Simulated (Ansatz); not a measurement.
# A computed series for Ge: response to strain

Consider Ge in the diamond structure (space group Fd-3m, No. 227).

```
CELL_PARAMETERS angstrom
      0.00000     2.81109     2.81109
      2.81109     0.00000     2.81109
      2.81109     2.81109     0.00000
ATOMIC_POSITIONS crystal
  Ge 0.00000 0.00000 0.00000
  Ge 0.25000 0.25000 0.25000
```

Cartesian axes are those of the cell as printed.

Strains are applied to the cell and any free atomic positions relax.

The values are results of Kohn–Sham DFT with the LDA functional, run in Ansatz (a first-principles code) with PAW and 420 eV plane waves, spin-orbit coupling left out, not measurements.

Notes on the quantities. pressure: mean of the normal stresses, compression positive; energy relative to the base: free energy F.

```tsv
case	pressure	energy relative to the base	shortest interatomic distance
base	0.0 GPa	0 meV/atom	2.434 Å
uniaxial strain ε_zz = −3.00 %	2.3 GPa	+7.8 meV/atom	2.410 Å
uniaxial strain ε_zz = −2.50 %	1.9 GPa	+5.4 meV/atom	2.414 Å
uniaxial strain ε_zz = −1.50 %	1.1 GPa	+1.9 meV/atom	2.422 Å
uniaxial strain ε_zz = −1.00 %	0.7 GPa	___	2.426 Å
uniaxial strain ε_zz = −0.50 %	0.4 GPa	+0.2 meV/atom	2.430 Å
uniaxial strain ε_zz = +0.50 %	-0.3 GPa	+0.2 meV/atom	___
uniaxial strain ε_zz = +1.50 %	-1.0 GPa	+1.8 meV/atom	2.447 Å
uniaxial strain ε_zz = +2.00 %	-1.3 GPa	+3.3 meV/atom	2.451 Å
uniaxial strain ε_zz = +3.00 %	-2.0 GPa	+7.3 meV/atom	2.459 Å
```

### Question
What belongs in the blanks?

### Answer

- uniaxial strain ε_zz = −1.00 %, energy relative to the base: +0.8 meV/atom
- uniaxial strain ε_zz = +0.50 %, shortest interatomic distance: 2.439 Å

Whether these cells are dynamically stable was not tested.
